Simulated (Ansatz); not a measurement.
An Ansatz (a program for electronic structure) input (plane-wave PAW DFT at the r2SCAN level (Ansatz, 500 eV), scalar-relativistic without spin-orbit coupling, earlier PAW set):

Ansatz 0.2 input:
```yaml
crystal:
  lattice:
    - [3.1773204426, 0, 0]
    - [0, 3.1773204426, 0]
    - [1.5886602213, -1.5886602213, 1.582717602]
  atoms:
    - { symbol: W, position: [0, 0, 0] }
basis: { ecutwfc: 500, ecutrho_ratio: 4, xc_grid: 4, fft_grid_basis: typed }
kpoints: { mp_grid: { grid: [29, 29, 29] } }
hamiltonian:
  xc: r2scan
  dispersion: none
  pseudopotentials: { azcp: { folder: ./paw }, kind: paw }
scf: { occupations: { method: fermi_dirac, width: 0.1 } }
relax: { f_tol: 0.005, max_steps: 50, cell: { stress_tol: 0.01, fix: [a, b, gamma] } }
output: { forces: true, stress: true }
checkpoint: { write: state.ck, write_every: 1000 }
```

Question: Which symmetry and how many k-points will the program report, and about how many plane waves at Γ?

Answer: Space group I4/mmm (ITA 139) with 16 operations, k-points 1800 of 24389, and 381 plane waves at Γ.

Question: And the final pressure?

Answer: -1.00 GPa (compression positive).

The cells carry an imposed strain or load. No phonon test of stability was made. The final runs are not spin-polarised. The cell was made from W in the bcc (W type) structure (space group Im-3m, No. 229) by this change: biaxial strain +0.25 %, plane normal [001], relaxed out of plane.
